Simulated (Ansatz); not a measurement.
BN under load (space group P6_3mc), PBE, rigid bands run with Ansatz (a program for electronic structure). Condition of this run: biaxial stress in the c plane of -27 GPa (compression positive) (the target of the relaxation). Band gap 5.40 eV, N_c = 1.47e19 cm⁻³ and N_v = 5.31e19 cm⁻³ at 300 K, conductivity masses along y (a = (2.61, 0.00, 0.00) Å; b = (-1.31, 2.26, 0.00) Å; c = (0.00, 0.00, 4.19) Å) of 0.543 mₑ (electrons) and 0.936 mₑ (holes). Take k_BT = 0.02585 eV.

Problem. What thermal injection velocity √(2k_BT/πm) limits a ballistic channel along the direction named?

Solution. 7.30e6 cm/s for electrons and 5.56e6 cm/s for holes, a ratio of √(m_h/m_e) = 1.31, for dilute carriers.

Problem. A film of it is 2 nm thick, with its normal along the direction named. Estimate the confinement energies in an infinite well.

Solution. ħ²π²/(2m t²) = 0.376 eV·nm²/(m/mₑ × t²) gives 173 meV for electrons and 100 meV for holes, so the gap would widen to about 5.67 eV. Finite barriers and nonparabolic bands lower this, and with several valleys or bands the heaviest mass along the normal sets the lowest level, not this average.

Problem. Find the intrinsic carrier density and the intrinsic Fermi level.

Solution. n_i = √(N_c N_v) exp(−E_g/2k_BT) = 2.79e19 × exp(−104.44) = 1.2e-26 cm⁻³. The level lies (k_BT/2) ln(N_v/N_c) = 17 meV from mid-gap (positive towards the conduction band). Each 0.1 eV added to the gap lowers n_i by a factor of 6.9.

Rigid bands with the computed gap; masses take one relaxation time for all states. Spin-orbit coupling is left out. Geometry: cell and atoms relaxed with PBEsol.
